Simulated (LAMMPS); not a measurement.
MD from the melt across the composition of Cu (fcc) with a share x of Cu sites Pt; each row has its own temperature.

Model: classical MD, pair style eam, the elements' _u3.eam files (universal-3 set of Foiles, Baskes and Daw); code LAMMPS.

```tsv
x	volume	state	enthalpy	self-diffusion coefficient of Cu (not corrected for cell size)	T (K)
0.25	14.6172 ± 0.0004 Å³/atom	liquid	-3.4607 ± 0.0003 eV/atom	(7.8 ± 0.2) × 10^-5 cm²/s	2140
0.5	15.321 ± 0.002 Å³/atom	liquid	-3.9786 ± 0.0005 eV/atom	(8.43 ± 0.10) × 10^-5 cm²/s	2380
0.75	16.224 ± 0.003 Å³/atom	liquid	-4.4086 ± 0.0008 eV/atom	(9.5 ± 0.3) × 10^-5 cm²/s	2620
```

Caution: a run this short can hold a crystal over, or a liquid under, the potential's own melting point, which these runs don't give.

States go by the mean squared displacement: a species diffuses where it passes 1.5 Å², still rises and gives D over 1e-6 cm²/s; a crystal has left its structure where atoms lie 0.35 Å off their sites on average or a cubic box changes its shape by 3 %, or the axial ratios of another lie 8 % off the starting cell's, which the potential's own relaxation can also do.

Errors of D are the spread over four groups of atoms in one short run; a floor of about 5 %, a picked value, is safer.

Errors shown are sampling errors alone.
